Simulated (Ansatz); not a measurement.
Take Cu in the fcc (Cu type) structure (space group Fm-3m, No. 225; a = 3.564 Å; relaxed with 0.1 eV smearing) as the base. Axes: x, y, z lie along the cube axes.

Level of theory: PBEsol (Ansatz, a quantum-chemistry and plane-wave program, PAW, scalar-relativistic without spin-orbit coupling).

Modification: uniaxial strain ε_zz = +3.00 %, all other strain components held at zero; the atoms relax in the strained cell.

Predict the stress tensor and what it implies for the stiffness.

Stress of the strained cell less that of the base (GPa, compression positive):
```
   -3.9     0.0     0.0
    0.0    -3.9     0.0
    0.0     0.0    -5.9
```

Then −Δσ_ii/ε with ε = 0.0300 gives secant stiffness values (nonlinear terms included at this strain): C33 ≈ 195 GPa, C13 ≈ 131 GPa and C23 ≈ 131 GPa.

As a check, the harmonic strain energy −½ V₀ Δσ:ε is 6.2 meV/atom; the computed energy rise is 6.4 meV/atom.

No phonon test of stability was made. The final runs are not spin-polarised.
